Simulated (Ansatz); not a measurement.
## InGa3N4 (P3m1, No. 156, 8 atoms in the cell; start mp-1223879)

All values below come from r²SCAN in Ansatz (PAW).

Settings: plane-wave cutoff 560 eV, 12×12×4 k mesh (along the axes of the cell as run), Fermi–Dirac smearing 0.01 eV, scalar-relativistic PAW data made under PBE.

Cell (relaxed at this level):

```
Ga3InN4
1.0
    3.26680     0.00000     0.00000
   -1.63340     2.82913     0.00000
    0.00000     0.00000    10.71852
In Ga N
1 3 4
Cartesian
  0.00000   0.00000  10.69899
  1.63340   0.94304   2.78131
  1.63340   0.94304   7.90712
  0.00000   0.00000   5.34274
  1.63340   0.94304   0.85859
  1.63340   0.94304   5.95923
  0.00000   0.00000   3.39546
  0.00000   0.00000   8.52240
```

```json
{
  "band_gap": "1.07 eV"
}
```

Spin–orbit coupling is not included.

Computing time: around 50 core-seconds (rough).

A start named mp-… is a Materials Project structure, which need not be a measured phase.

Ansatz is a quantum-chemistry and plane-wave program.
